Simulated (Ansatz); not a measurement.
The starting structures come from a database of crystals and need not be the phases stable at ambient conditions.

The decay constant κ of evanescent states in the gap governs leakage through a thin film.

Given:

```xyz
20
Lattice="4.4250 0.0000 0.0000 0.0000 10.1705 0.0000 0.0000 0.0000 16.7618" Properties=species:S:1:pos:R:3 pbc="T T T"
Tl     3.3188     9.4957    11.2789
Tl     1.1063     0.6749     5.4829
Tl     1.1063     5.7601     2.8980
Tl     3.3188     4.4104    13.8638
Cd     3.3188     6.7178     7.4003
Cd     1.1063     3.4527     9.3615
Cd     1.1063     8.5380    15.7812
Cd     3.3188     1.6325     0.9806
I      1.1063     9.8673     1.7642
I      3.3188     0.3033    14.9976
I      3.3188     5.3885    10.1451
I      1.1063     4.7820     6.6167
I      1.1063     8.4787     8.4343
I      3.3188     1.6918     8.3275
I      3.3188     6.7770     0.0534
I      1.1063     3.3935    16.7084
I      1.1063     7.2556    13.1815
I      3.3188     2.9149     3.5803
I      3.3188     8.0002     4.8006
I      1.1063     2.1704    11.9612
```

Space group of this cell: Pnma. The cell was relaxed by PBE-D3(BJ); by PBEsol its mean pressure is -1.5 GPa.

Transport runs along the normal of the first two printed cell vectors.

No gap correction and no spin-orbit coupling; mid-gap values are interpolated between computed energies.

Task: Give the band gap and the smallest decay constant κ at mid-gap that PBEsol (Ansatz, an electronic-structure program) yields.

Result: Gap 2.15 eV on a 8×4×2 mesh; κ = 0.241 1/Å, at (0.000, 0.250) of the in-plane reciprocal vectors. At the zone centre, at the nearest computed energy, the slowest state has κ = 0.27 1/Å.
